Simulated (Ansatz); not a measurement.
Functionals compared on a constructed model of the (111) surface of fcc Al, a pseudomorphic layer of Sn in the host's stacking (bottom of the slab: a bare face, its two planes held), in Ansatz (plane waves, PAW). The structure was relaxed with PBE; the other rows are single points on it. Cutoff 420 eV (500 eV for r2SCAN).

Set-up: 7 atoms, 13.8 Å thick at the start with caps and adatoms (thin: gaps and levels are the slab's own); mesh 15x15x1; 0.1 eV smearing; dipole correction on; 2 atoms held, the rest relaxed; symmetry of the start imposed; no spin, no spin-orbit, no U. In PBE it is, or lies within 0.01 eV a 1x1 cell of, the lowest of the 2 structures of its composition computed so far; subsurface sites and larger cells were not tried. These notes are the PBE run's.

| functional | work function of the top face (eV) | rough cost of the single point |
|---|---|---|
| PBE | 3.90 | – |
| RPBE | 3.78 | around 24 core-seconds (rough) |
| r2SCAN | 3.99 | around 50 core-seconds (rough) |

Ansatz is a first-principles code.
